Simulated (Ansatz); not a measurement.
Start from Al₂O₃ in the corundum structure (space group R-3c, No. 167).

```yaml
crystal:
  lattice:
    - [2.36460, 1.36520, 4.29721]
    - [-2.36460, 1.36520, 4.29721]
    - [0.00000, -2.73040, 4.29721]
  atoms:
    - { symbol: Al, position: [0.64798, 0.64798, 0.64798] }
    - { symbol: Al, position: [0.14798, 0.14798, 0.14798] }
    - { symbol: Al, position: [0.35202, 0.35202, 0.35202] }
    - { symbol: Al, position: [0.85202, 0.85202, 0.85202] }
    - { symbol: O, position: [0.75000, 0.44414, 0.05586] }
    - { symbol: O, position: [0.05586, 0.75000, 0.44414] }
    - { symbol: O, position: [0.25000, 0.55586, 0.94414] }
    - { symbol: O, position: [0.55586, 0.94414, 0.25000] }
    - { symbol: O, position: [0.94414, 0.25000, 0.55586] }
    - { symbol: O, position: [0.44414, 0.05586, 0.75000] }
```

Level of theory: plane-wave PAW DFT at the LDA level (Ansatz, an electronic-structure program, 420 eV), no SOC.

Before the change:

- Valence-band top at Γ = 0.00, -0.04, -0.04 eV
- Electron mass = 0.43 mₑ along c, 0.39 mₑ across (at Γ)
- Pressure = -0.01 GPa
- Band gap = 6.43 eV

The change: the cell is scaled by 0.9925 in all directions; the atoms relax in the strained cell.

Q: What happens to the valence-band top at Γ, electron mass, pressure and band gap?

A: The valence-band top at Γ (three highest levels, from the VBM) goes from 0.00, -0.04, -0.04 eV to 0.00, -0.05, -0.05 eV; the electron mass goes from 0.43 mₑ along c, 0.39 mₑ across (at Γ) to 0.44 mₑ along c, 0.40 mₑ across (at Γ); the pressure (mean of the normal stresses, compression positive) rises by 6.084 GPa to 6.08 GPa; the band gap goes up by 0.29 eV, from 6.43 eV to 6.72 eV.

Masses are band curvatures over ±0.01 Å⁻¹ around the edge. No phonon test of stability was made.
